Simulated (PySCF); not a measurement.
PySCF 2.14.0, PBE0/def2-svpd, df: [O][Si](O)(O)O, charge -1, multiplicity 1, 8 atoms. The geometry is a generated start, not checked to be a minimum at this level.

- task: energy
- method: pbe0
- basis: def2-svpd
- two-electron scheme: density fitting
- mol.max_memory: 3000 MB
- mf.max_cycle: 100
- mf.init_guess: minao (default)
- mf.DIIS: CDIIS (default)
- mf.diis_space: 8 (default)
- mf.conv_tol: 1e-09 (default)
- mf.grids.level: 3 (default)
- basis functions: 140
- grid points: 104936

```xyz
8

O     -1.4344     0.8596     0.5668
Si    -0.1816     0.1224     0.0510
O     -0.4724    -1.2136    -0.9334
O      0.8963     1.0113    -0.8860
O      0.8459    -0.5107     1.2265
H     -1.2116    -1.0265    -1.5040
H      1.2177     1.7563    -0.3889
H      0.3401    -0.9987     1.8680
```

Charge -1 and multiplicity 1 are set for this test and not shown to be the ground state.

One run each on 2 threads, 1 BLAS thread. Values of level_shift (Hartree) tried: 0 (default), 0.1, 0.3, 1.

Task: How does the count of Fock builds change with level_shift (Hartree), and where is it least?

Result: Fewest Fock builds, within one of each other: 0 (default) with 13, 0.1 with 13. The count rises to 33 at 1. All converge to one solution.

```json
[
 {"level_shift (Hartree)": "0 (default)", "Fock builds": "13", "end": "same solution"},
 {"level_shift (Hartree)": "0.1", "Fock builds": "13", "end": "same solution"},
 {"level_shift (Hartree)": "0.3", "Fock builds": "16", "end": "same solution"},
 {"level_shift (Hartree)": "1", "Fock builds": "33", "end": "same solution"}
]
```
